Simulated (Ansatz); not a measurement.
## CdS: pressure series

The parent structure is CdS in the wurtzite structure (space group P6_3mc, No. 186).

```
CELL_PARAMETERS angstrom
      4.12436     0.00000     0.00000
     -2.06218     3.57180     0.00000
      0.00000     0.00000     6.70817
ATOMIC_POSITIONS crystal
  Cd 0.33333 0.66667 0.00017
  Cd 0.66667 0.33333 0.50017
  S  0.33333 0.66667 0.37683
  S  0.66667 0.33333 0.87683
```

Cell and atoms are relaxed at each pressure.

All numbers come from PBEsol/PAW in Ansatz (a program for electronic structure), no spin-orbit coupling.

| case | shortest interatomic distance | electron mass | band gap |
|---|---|---|---|
| base | 2.521 Å | 0.11 mₑ along c, 0.12 mₑ across (at Γ) | 1.09 eV |
| pressure −2 GPa | 2.551 Å | 0.11 mₑ along c, 0.12 mₑ across (at Γ) | 1.02 eV |
| pressure −1 GPa | 2.535 Å | 0.11 mₑ along c, 0.12 mₑ across (at Γ) | 1.06 eV |
| pressure 0.9 GPa | 2.509 Å | 0.12 mₑ along c, 0.12 mₑ across (at Γ) | 1.12 eV |
| pressure 2.1 GPa | 2.494 Å | 0.12 mₑ along c, 0.13 mₑ across (at Γ) | 1.16 eV |
| pressure 4.5 GPa | 2.468 Å | 0.12 mₑ along c, 0.13 mₑ across (at Γ) | 1.23 eV |
| pressure 9 GPa | 2.428 Å | 0.13 mₑ along c, 0.14 mₑ across (at Γ) | 1.32 eV |
| pressure 15 GPa | 2.384 Å | 0.13 mₑ along c, 0.15 mₑ across (at Γ) | 1.40 eV |
| pressure 22.5 GPa | 2.322 Å | 0.12 mₑ along c, 0.16 mₑ across (at Γ) | 1.32 eV |
| pressure 30 GPa | 2.264 Å | 0.10 mₑ along c, 0.16 mₑ across (at Γ) | 0.91 eV |

Load acts through the strain it causes; cell and atoms are relaxed under it. Effective masses come from finite differences of ±0.01 Å⁻¹. Stability against distortions was not tested. Measured, CdS leaves this structure (for rock salt) near 2.54 GPa (temperature not stated; as listed in Datta, Sujoy, Jana, Debnarayan, arXiv (2020)), on rising pressure, with hysteresis.
